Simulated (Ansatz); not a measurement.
Electronic density of states of amorphous Si₂₄O₄₈Au, density 2.36 g/cm³, on a 2×2×2 Γ-centred mesh with a Gaussian width of 0.1 eV; energies count from the Fermi level, whose place inside the gap is arbitrary. Cell and mesh are small, so fine structure isn't converged. Level of theory: PBE, scalar-relativistic without spin-orbit coupling (plane waves to 420 eV, PAW; Ansatz, an electronic-structure program). Sampling: a 2×2×2 Γ-centred mesh; Fermi-Dirac width 0.02 eV; collinear spin, started from a total moment of 1 μB (at the end a net moment of 1.0 μB). In the spin-polarised cell the level spacing at the Fermi energy can part levels of unlike spin. At PBE the levels at both edges of the gap are localised (band-tail or defect states), and the nearest spread-out levels lie 5.2 eV apart at the zone centre.

A CHGNet melt-quench gave the starting glass, which DFT then relaxed. O atoms were pushed apart under 1.9 Å during the dynamics, to hinder bonds among them. The hot cell started wider than the set density and was brought back towards it in steps. It is the lowest in DFT energy of 2 quenches. It is a model cell: composition and starting density were chosen by hand, and all elements were melted together. No dispersion term was used. Its density started from a set value of 2.46 and ended at 2.36 g/cm³. The simulated quench (nominally 320 K/ps over its main leg) is rapid and tends to freeze in more defects than a deposited or slowly cooled glass has. One small periodic cell is one sample of the glass; other quenches scatter about these values. The volume was free in the relaxation, at fixed shape. Stress components on the final sampling reach 1.7 GPa.

```
E - EF (eV)  states/(eV atom)
-----------  ----------------
-12.00                   0.12
-11.90                   0.18
-11.80                   0.22
-11.70                   0.18
-11.60                   0.16
-11.50                   0.18
-11.40                   0.16
-11.30                   0.16
-11.20                   0.15
-11.10                   0.18
-11.00                   0.22
-10.90                   0.21
-10.80                   0.19
-10.70                   0.20
-10.60                   0.20
-10.50                   0.21
-10.40                   0.18
-10.30                   0.18
-10.20                   0.19
-10.10                   0.21
-10.00                   0.19
-9.90                    0.14
-9.80                    0.15
-9.70                    0.23
-9.60                    0.27
-9.50                    0.29
-9.40                    0.35
-9.30                    0.31
-9.20                    0.31
-9.10                    0.39
-9.00                    0.37
-8.90                    0.40
-8.80                    0.49
-8.70                    0.56
-8.60                    0.67
-8.50                    0.68
-8.40                    0.60
-8.30                    0.48
-8.20                    0.37
-8.10                    0.30
-8.00                    0.21
-7.90                    0.14
-7.80                    0.03
-7.70                    0.02
-7.60                    0.12
-7.50                    0.28
-7.40                    0.29
-7.30                    0.19
-7.20                    0.28
-7.10                    0.39
-7.00                    0.47
-6.90                    0.49
-6.80                    0.35
-6.70                    0.32
-6.60                    0.45
-6.50                    0.55
-6.40                    0.56
-6.30                    0.58
-6.20                    0.64
-6.10                    0.75
-6.00                    0.74
-5.90                    0.78
-5.80                    0.81
-5.70                    0.75
-5.60                    0.77
-5.50                    0.81
-5.40                    0.73
-5.30                    0.68
-5.20                    0.82
-5.10                    0.89
-5.00                    0.88
-4.90                    0.84
-4.80                    0.77
-4.70                    0.79
-4.60                    0.85
-4.50                    0.89
-4.40                    0.89
-4.30                    0.81
-4.20                    0.81
-4.10                    0.81
-4.00                    0.72
-3.90                    0.66
-3.80                    0.59
-3.70                    0.45
-3.60                    0.35
-3.50                    0.28
-3.40                    0.24
-3.30                    0.12
-3.20                    0.03
-3.10                    0.04
-3.00                    0.13
-2.90                    0.14
-2.80                    0.19
-2.70                    0.17
-2.60                    0.10
-2.50                    0.14
-2.40                    0.17
-2.30                    0.15
-2.20                    0.10
-2.10                    0.05
-2.00                    0.06
-1.90                    0.14
-1.80                    0.11
-1.70                    0.14
-1.60                    0.09
-1.50                    0.01
-1.40                    0.00
-1.30                    0.00
-1.20                    0.00
-1.10                    0.00
-1.00                    0.00
-0.90                    0.00
-0.80                    0.00
-0.70                    0.00
-0.60                    0.00
-0.50                    0.01
-0.40                    0.06
-0.30                    0.06
-0.20                    0.01
-0.10                    0.00
0.00                     0.00
0.10                     0.00
0.20                     0.01
0.30                     0.05
0.40                     0.06
0.50                     0.01
0.60                     0.00
0.70                     0.00
0.80                     0.00
0.90                     0.00
1.00                     0.00
1.10                     0.00
1.20                     0.00
1.30                     0.00
1.40                     0.00
1.50                     0.00
1.60                     0.01
1.70                     0.03
1.80                     0.04
1.90                     0.04
2.00                     0.06
2.10                     0.07
2.20                     0.04
2.30                     0.02
2.40                     0.01
2.50                     0.05
2.60                     0.07
2.70                     0.08
2.80                     0.07
2.90                     0.05
3.00                     0.08
3.10                     0.14
3.20                     0.18
3.30                     0.13
3.40                     0.13
3.50                     0.16
3.60                     0.15
3.70                     0.16
3.80                     0.20
3.90                     0.21
4.00                     0.19
4.10                     0.21
4.20                     0.18
4.30                     0.19
4.40                     0.25
4.50                     0.29
4.60                     0.32
4.70                     0.37
4.80                     0.42
4.90                     0.40
5.00                     0.40
5.10                     0.43
5.20                     0.44
5.30                     0.45
5.40                     0.49
5.50                     0.53
5.60                     0.53
```

The level spacing at the Fermi energy on this mesh is 0.64 eV; the broadening fills part of it in the curve.
